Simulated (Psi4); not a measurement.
Psi4 1.11, HF/def2-svp: B(Me)(OMe)2 (COB(C)OC), 15 atoms. The geometry is a generated start, not checked to be a minimum at this level.

| Quantity | Result |
|---|---|
| task | energy |
| method | scf |
| basis | def2-svp |
| memory | 3 GB |
| maxiter | 100 |
| keys of the molecule block | symmetry c1 |
| scf_type | df (default) |
| e_convergence | 1e-06 (default) |
| d_convergence | 1e-06 (default) |
| basis functions | 129 |

```xyz
15

B     -0.2912     0.2368     0.2206
C     -0.4809     0.2620     1.8057
H     -0.7001    -0.7277     2.2011
H     -1.2974     0.9186     2.0842
H      0.4180     0.6142     2.3061
O      0.6037    -0.5430    -0.4483
C      1.5188    -1.4130     0.1646
H      1.1338    -1.8192     1.1039
H      1.7151    -2.2310    -0.5305
H      2.4549    -0.8834     0.3672
O     -1.0882     1.0485    -0.5119
C     -1.0084     1.1151    -1.9176
H     -0.9004     0.1200    -2.3516
H     -1.9275     1.5814    -2.2746
H     -0.1502     1.7208    -2.2188
```

With the defaults (damping_percentage = 0, soscf = false, soscf_start_convergence = 0.01, guess = auto, which took SAD, level_shift = 0, level_shift_cutoff = 0.01, diis = true, scf_initial_accelerator = adiis, diis_max_vecs = 10) it converges in 8 SCF iterations. One run each on 2 threads, with these changes:
- guess = core
- guess = sapgau
- guess = sap
- damping_percentage = 60, diis = false, scf_initial_accelerator = none
- level_shift = 0.5, level_shift_cutoff = 0.001
- damping_percentage = 60
- soscf = true, soscf_start_convergence = 0.1
- diis_max_vecs = 20
- guess = gwh

### Question
Name the settings that don't reach the solution of the defaults.

### Answer
No convergence: damping_percentage = 60 (the run ends without SCF convergence in 100 iterations). The rest reach the solution of the defaults.

| setting | SCF iterations | JK calls | end |
|---|---|---|---|
| soscf = true, soscf_start_convergence = 0.1 | 5 | 16 | same solution |
| the defaults | 8 | 9 | same solution |
| level_shift = 0.5, level_shift_cutoff = 0.001 | 8 | 9 | same solution |
| diis_max_vecs = 20 | 8 | 9 | same solution |
| guess = sap | 9 | 9 | same solution |
| guess = sapgau | 9 | 9 | same solution |
| guess = gwh | 11 | 11 | same solution |
| guess = core | 14 | 14 | same solution |
| damping_percentage = 60, diis = false, scf_initial_accelerator = none | 34 | 35 | same solution |
| damping_percentage = 60 | 100 | 101 | no convergence |

An SOSCF iteration holds several JK calls; a Hückel guess adds calls on atoms.
